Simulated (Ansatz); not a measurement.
Some atoms of an NVE trajectory of Li2O (antifluorite type), cell Li64O32, with the crystal as the starting point [in the run: it stayed crystalline; mean temperature 846 K (target 860 K); density 1.92 g/cm³, volume +5 % from the start crystal's]; time step 1.5 fs, velocity Verlet. Calculation: r2SCAN (plane waves, PAW; Ansatz, an electronic-structure program). On the run's last frame a denser k-mesh moved the forces by 0.003 eV/Å rms, the static pressure by -0.03 GPa and the free energy by -2 meV/atom, which is about how far such values are converged.

```
atom  mass (u)                x y z (Å)                      v (Å/fs)                F (eV/Å)
----  --------  -----------------------  ----------------------------  ----------------------
Li29     6.940  3.95800 8.40705 1.58501  -0.013026 -0.008858 0.002608  -0.2958 0.7055 -0.8152
Li37     6.940  1.52149 8.42793 8.62964   0.004905 -0.013340 0.004355  -1.0158 0.0190 -1.4871
Li42     6.940  3.31029 5.81900 6.04225   -0.001350 0.006467 0.002394  1.0518 -0.7114 -0.3477
Li76     6.940  6.12858 8.25683 1.46532   0.010864 0.008227 -0.006319    0.1328 0.1901 0.4400
```

Problem. Give their positions one step later.

Solution. x' = x + vΔt + FΔt²/(2m), with 1 eV/(Å·u) = 0.0096485 Å/fs².
| atom | x' y' z' (Å) |
|---|---|
| Li29 | 3.93800 8.39486 1.58765 |
| Li37 | 1.52726 8.40795 8.63385 |
| Li42 | 3.30991 5.82759 6.04529 |
| Li76 | 6.14509 8.26946 1.45653 |
